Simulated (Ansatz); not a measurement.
Start from Ga2O3 in the corundum structure (space group R-3c, No. 167; a = 5.058 Å, c = 13.623 Å (hexagonal axes)).

Computed with Ansatz (a program for electronic structure) PBE, no spin-orbit coupling.

One change was made to it. Results:

```
quantity                             base       after
-----------------------------  ----------  ----------
band gap                          2.40 eV     2.35 eV
width of the top valence band     0.43 eV     0.43 eV
density                        6.19 g/cm³  6.16 g/cm³
```

What was done to the base?
(A) pressure −2 GPa
(B) pressure −1 GPa
(C) pressure 2.1 GPa
(D) pressure 30 GPa

B, pressure −1 GPa. For comparison, the band gap in the other runs: pressure 30 GPa gives 3.63 eV; pressure 2.1 GPa gives 2.51 eV; pressure −2 GPa gives 2.30 eV.

Load acts through the strain it causes; cell and atoms are relaxed under it. No phonon test of stability was made. Competing high-pressure phases were not computed.
